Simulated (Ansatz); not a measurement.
Start from SiO₂ (space group P3_121, No. 152; a = 4.9494 Å, c = 5.4419 Å).

Now apply this change: a hydrostatic pressure of 3 GPa.

Method: PBEsol in Ansatz (plane waves to 420 eV, PAW, no spin-orbit coupling).

Base, band edges from the VBM (valence, conduction): K 0.00, 8.61; H -0.57, 8.61; M -0.04, 7.95; L -0.19, 8.54; A -0.09, 7.67; Γ -0.31, 5.72 eV.

Problem. Give the band edges at the high-symmetry points of the new zone, measured from its valence-band maximum.

Solution. 
```tsv
point	valence edge (eV)	conduction edge (eV)
Γ	-0.23	5.92
M	-0.05	8.30
K	0.00	8.83
A	-0.06	7.96
L	-0.13	8.84
H	-0.53	8.96
```

The gap is 5.92 eV, indirect, K → Γ.

Load acts through the strain it causes; cell and atoms are relaxed under it. Stability against distortions was not tested.

Ansatz is a first-principles code.
